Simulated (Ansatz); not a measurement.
A computed series for hypothetical rock salt BN: pressure series

Start from BN in the rock salt structure (space group Fm-3m, No. 225; a hypothetical phase, not in the database extracts checked).

```yaml
crystal:
  lattice:
    - [0.00000, 1.75173, 1.75173]
    - [1.75173, 0.00000, 1.75173]
    - [1.75173, 1.75173, 0.00000]
  atoms:
    - { symbol: N, position: [0.00000, 0.00000, 0.00000] }
    - { symbol: B, position: [0.50000, 0.50000, 0.50000] }
```

Cell and atoms are relaxed at each pressure.

Level of theory: plane-wave PAW DFT at the PBE level (Ansatz, a first-principles code, 420 eV), no spin-orbit coupling.

```json
[
 {"P (GPa)": "-2.00", "V (Å³/atom)": "5.404"},
 {"P (GPa)": "-1.00", "V (Å³/atom)": "5.390"},
 {"P (GPa)": "0.29", "V (Å³/atom)": "5.371"},
 {"P (GPa)": "0.69", "V (Å³/atom)": "5.366"},
 {"P (GPa)": "1.50", "V (Å³/atom)": "5.354"},
 {"P (GPa)": "3.00", "V (Å³/atom)": "5.334"},
 {"P (GPa)": "5.00", "V (Å³/atom)": "5.307"},
 {"P (GPa)": "7.50", "V (Å³/atom)": "5.274"},
 {"P (GPa)": "10.00", "V (Å³/atom)": "5.242"}
]
```

Problem. Fit a third-order Birch–Murnaghan equation of state.

Solution. Least squares on P(V) = (3B₀/2)[(V₀/V)^(7/3) − (V₀/V)^(5/3)]·[1 + (3/4)(B₀′ − 4)((V₀/V)^(2/3) − 1)] gives V₀ = 5.38 Å³/atom, B₀ = 379 GPa and B₀′ = 3.9.

Between the base and pressure 10 GPa the gap moves from 1.13 eV to 1.32 eV, a mean slope of 19 meV/GPa.

Load acts through the strain it causes; cell and atoms are relaxed under it. Whether these cells are dynamically stable was not tested. Competing high-pressure phases were not computed.
